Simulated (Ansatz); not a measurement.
Worked example: self-consistent single point of a (111) slab of ZrCu5 (cut from a parent of space group no. 216; 12 atoms in the cell) in Ansatz (a first-principles code).

Method of the run: LDA (PW92), default PAW files made with PBE (plane waves; Ansatz).

The change in words: vacuum of 8 angstrom (first run: 14 Å). Reference geometry:
```
Cu5Zr
1.0
    4.83913     0.00000     0.00000
    2.41956     4.19081     0.00000
    0.00000     0.00000    20.41712
Cu Zr
10 2
Direct
  0.76692   0.76692   0.41524
  0.26811   0.26811   0.34285
  0.76455   0.26811   0.34285
  0.26811   0.76455   0.34285
  0.43359   0.43359   0.43892
  0.10025   0.10025   0.60877
  0.60144   0.60144   0.53637
  0.09788   0.60144   0.53637
  0.60144   0.09788   0.53637
  0.76692   0.76692   0.63244
  0.10025   0.10025   0.46363
  0.43359   0.43359   0.65715
```

Reference input (self-consistent single point, DFT, LDA (PW92), plane waves, default PAW files made with PBE): basis.ecutwfc = 420 eV; kpoints.mp_grid.grid = 5 5 1; hamiltonian.xc = lda; hamiltonian.pseudopotentials = {kind: paw} (the program's default PAW files); scf.occupations.method = fermi_dirac; scf.occupations.width = 0.1 eV. This run's input differs from it in these lines:

Ansatz 0.2 input:
```diff
@@ -4,16 +4,16 @@
     - [2.41956400, 4.19080800, 0.00000000]
-    - [0.00000000, 0.00000000, 20.41711900]
+    - [0.00000000, 0.00000000, 14.41710100]
   atoms:
-    - { symbol: Cu, position: [0.76692000, 0.76692000, 0.41524500] }
-    - { symbol: Cu, position: [0.26810700, 0.26810700, 0.34285000] }
-    - { symbol: Cu, position: [0.76454700, 0.26810700, 0.34285000] }
-    - { symbol: Cu, position: [0.26810700, 0.76454700, 0.34285000] }
-    - { symbol: Cu, position: [0.43358700, 0.43358700, 0.43892200] }
-    - { symbol: Cu, position: [0.10025300, 0.10025300, 0.60876900] }
-    - { symbol: Cu, position: [0.60144000, 0.60144000, 0.53636900] }
-    - { symbol: Cu, position: [0.09788000, 0.60144000, 0.53636900] }
-    - { symbol: Cu, position: [0.60144000, 0.09788000, 0.53636900] }
-    - { symbol: Cu, position: [0.76692000, 0.76692000, 0.63244000] }
-    - { symbol: Zr, position: [0.10025300, 0.10025300, 0.46362600] }
-    - { symbol: Zr, position: [0.43358700, 0.43358700, 0.65715000] }
+    - { symbol: Cu, position: [0.76692000, 0.76692000, 0.37997200] }
+    - { symbol: Cu, position: [0.26810700, 0.26810700, 0.27744800] }
+    - { symbol: Cu, position: [0.76454700, 0.26810700, 0.27744800] }
+    - { symbol: Cu, position: [0.26810700, 0.76454700, 0.27744800] }
+    - { symbol: Cu, position: [0.43358700, 0.43358700, 0.41350300] }
+    - { symbol: Cu, position: [0.10025300, 0.10025300, 0.65403600] }
+    - { symbol: Cu, position: [0.60144000, 0.60144000, 0.55150500] }
+    - { symbol: Cu, position: [0.09788000, 0.60144000, 0.55150500] }
+    - { symbol: Cu, position: [0.60144000, 0.09788000, 0.55150500] }
+    - { symbol: Cu, position: [0.76692000, 0.76692000, 0.68755800] }
+    - { symbol: Zr, position: [0.10025300, 0.10025300, 0.44848800] }
+    - { symbol: Zr, position: [0.43358700, 0.43358700, 0.72255200] }
 basis:
```

Output, abridged:

```
SCF iter   1: F=—  HF=-73708.054512 eV  |F-HF|=—  |Δ(HF+E_count)|=         —  Δρ=1.58e-2  dr2=7.02e0  ethr=1.77e-3  ⟨swp⟩=6.0  Hψ=2445  notcnv=0  defer=14
all-band conjugate gradients solve this SCF's bands
preconditioner: auto → LDOS
SCF iter   2: F=—  HF=-73708.347013 eV  |F-HF|=—  |Δ(HF+E_count)|=   2.93e-1  Δρ=3.91e-2  dr2=2.66e0  ethr=1.77e-3  ⟨swp⟩=3.0  Hψ=1130  notcnv=0  defer=26
   [... lines left out ...]
SCF iter  10: F=—  HF=-73707.757729 eV  |F-HF|=—  |Δ(HF+E_count)|=   5.24e-7  Δρ=2.39e-5  dr2=1.74e-6  ethr=4.10e-9  ⟨swp⟩=2.4  Hψ=925  notcnv=0  defer=25
SCF iter  11: F=—  HF=-73707.757729 eV  |F-HF|=—  |Δ(HF+E_count)|=   9.87e-8  Δρ=1.72e-5  dr2=6.50e-7  ethr=8.12e-10  ⟨swp⟩=2.0  Hψ=901  notcnv=0  defer=25
SCF iter  12: F=—  HF=-73707.757729 eV  |F-HF|=—  |Δ(HF+E_count)|=   7.60e-9  Δρ=7.76e-6  dr2=1.64e-7  ethr=3.04e-10  ⟨swp⟩=2.0  Hψ=899  notcnv=0  defer=25
SCF iter  13: F=-73707.757729 eV  HF=-73707.757729 eV  |F-HF|=1.49e-8  |Δ(HF+E_count)|=   6.88e-9  Δρ=2.89e-6  dr2=2.56e-8  ethr=4.67e-11  ⟨swp⟩=12.0  Hψ=2601  notcnv=0
SCF 1 converged in 13 iterations: F = -73707.757729 eV  dr2 = 2.56e-8
Free energy (F): -73707.757729 eV
Internal energy: -73707.518455 eV  (E = F + TS)
E sigma→0 (E₀):  -73707.638092 eV
Entropy (-TS):   -0.239274 eV (-19.940 meV/atom)
Fermi energy:    7.141648 eV
--- Forces (eV/Å), atoms counted from 1 ---
  atom   1  Cu     0.00000000    -0.00000000     0.13737467
  atom   2  Cu    -0.41779808    -0.24121583     0.55643699
  atom   3  Cu     0.41779808    -0.24121583     0.55643699
  atom   4  Cu    -0.00000000     0.48243166     0.55643699
  atom   5  Cu    -0.00000000     0.00000000    -0.21503059
  atom   6  Cu     0.00000000    -0.00000000    -0.35542956
  atom   7  Cu    -0.15284643    -0.08824593     0.18804346
  atom   8  Cu     0.15284643    -0.08824593     0.18804346
   [... lines left out ...]
  atom  12  Zr     0.00000000     0.00000000    -1.99198300
--- Stress (GPa, compression-positive) ---
       -8.063975      -0.000000       0.000000
        0.000000      -8.063975       0.000000
        0.000000       0.000000      -5.671164
  P = ⅓ Tr σ = -7.2664 GPa (-72.664 kbar)
  The stress holds the Pulay correction. Without it, at fixed plane waves, as pw.x and ABINIT print it: P = -7.3098 GPa
```

The run converged in 13 iterations. Against the reference run the free energy is nearly the same (within 1 meV/atom) and the largest force goes from 2.018 to 1.992 eV/Å.

The starting cell comes from a database of computed structures (which also holds hypothetical and non-ambient phases and stackings), without a prior relaxation at this level. The slab is cut from that crystal, and its faces are unrelaxed. Its lattice was rescaled by up to half a per cent. Spin polarisation is off. The two faces of this cut differ, and no dipole correction was used. Forces in this geometry exceed 1 eV/Å.
